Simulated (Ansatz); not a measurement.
The starting structures come from a database of crystals and need not be the phases stable at ambient conditions.

Data:

```yaml
crystal:
  lattice:
    - [4.84693, 0.00000, 0.00000]
    - [0.00000, 4.98540, 0.00000]
    - [0.00000, 0.00000, 7.08994]
  atoms:
    - { symbol: Al, position: [0.74785, 0.96949, 0.39040] }
    - { symbol: Al, position: [0.25215, 0.03051, 0.60960] }
    - { symbol: Al, position: [0.75215, 0.46949, 0.10960] }
    - { symbol: Al, position: [0.24785, 0.53051, 0.89040] }
    - { symbol: Al, position: [0.75215, 0.03051, 0.89040] }
    - { symbol: Al, position: [0.24785, 0.96949, 0.10960] }
    - { symbol: Al, position: [0.74785, 0.53051, 0.60960] }
    - { symbol: Al, position: [0.25215, 0.46949, 0.39040] }
    - { symbol: O, position: [0.89298, 0.89802, 0.65400] }
    - { symbol: O, position: [0.10702, 0.10198, 0.34600] }
    - { symbol: O, position: [0.60702, 0.39802, 0.84600] }
    - { symbol: O, position: [0.39298, 0.60198, 0.15400] }
    - { symbol: O, position: [0.60702, 0.10198, 0.15400] }
    - { symbol: O, position: [0.39298, 0.89802, 0.84600] }
    - { symbol: O, position: [0.89298, 0.60198, 0.34600] }
    - { symbol: O, position: [0.10702, 0.39802, 0.65400] }
    - { symbol: O, position: [0.95060, 0.75000, 0.00000] }
    - { symbol: O, position: [0.04940, 0.25000, 0.00000] }
    - { symbol: O, position: [0.54940, 0.25000, 0.50000] }
    - { symbol: O, position: [0.45060, 0.75000, 0.50000] }
```

Space group of this cell: Pbcn. The cell is taken as given; by r2SCAN its mean pressure is -7.3 GPa.

Level of theory: r2SCAN (plane waves, PAW; Ansatz, a first-principles code).

The current runs along the normal of the first two printed vectors; no spin-orbit coupling. Scaled by the factor s: all lengths (ions clamped). The meshes follow the cell: 6×6×6 and 6×6 across at s = 0.98, 6×6×4 and 6×6 across at s = 1.00, 6×6×4 and 6×6 across at s = 1.02.

```
s     mean pressure (GPa)  band gap (eV)
----  -------------------  -------------
0.98                  8.6              ?
1.00                 -7.3           6.20
1.02                -19.5           5.49
```

Problem. Take the slope of the band gap against ln s from the two given rows, extrapolate to s = 0.98, and say what the run there gives.

Solution. Slope = (5.49 − 6.20) / ln 1.02 = -35.9 eV. The line gives 6.20 + (-35.9) × ln 0.98 = 6.92 eV. The run gives 6.95 eV, 0.03 eV over the line, 4 % of the predicted step.
